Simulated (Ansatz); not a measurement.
**Point defect N vacancy (broken-bond start) in wurtzite AlN**

All values below come from PBE, PAW (plane waves to 420 eV; Ansatz, a quantum-chemistry and plane-wave program). Cell: 192 sites, 4×2×3 repeats of a cell of 8 atoms; final energies on a 2×2×1 shifted mesh. Sites at the start: the N site; a neighbour pushed 0.95 Å away from the vacancy, along c. Charged cells carry a point-charge image correction with potential alignment at far atoms. Dielectric constants: PBE linear response of the host. Host gap at this level: 4.03 eV. A cell of this size leaves errors of a few tenths of an eV. Levels are measured in PBE's own, too narrow, gap. Spin–orbit coupling is left out. Each state is the lowest found from its start.

Formation energies E_f are given with the Fermi level at the valence-band maximum. Chemical conditions: Al-rich (Δμ(N) = -2.74 eV; only phases computed here count, gases as isolated molecules at 0 K); N-rich (Δμ(N) = 0.00 eV; only phases computed here count, gases as isolated molecules at 0 K). Reference phases: N: N2 molecule in a box.

Charges with a result: +2, +1, 0. Others weren't obtained, and one of them could lie lower, also by skipping a charge.

```csv
charge,moment (μB),largest move off a lattice site (Å),image correction with alignment (eV),"E_f, Al-rich (eV)","E_f, N-rich (eV)"
+2,1.0,0.46,0.60,-0.46,2.28
+1,not spin-polarised,0.10,0.14,-0.27,2.46
0,1.0,0.12,0.00,3.00,5.74
```

No other site or start that was run ended lower by more than 0.1 eV.

Transition levels above the valence-band maximum: ε(+2/+1) = 0.19 eV; ε(+1/0) = 3.28 eV. On the lower envelope of the bound states, inside the gap: (+2/+1) at 0.19 eV; (+1/0) at 3.28 eV.

Flagged in the runs: a host whose relaxation on this sampling wasn't shown to rest.
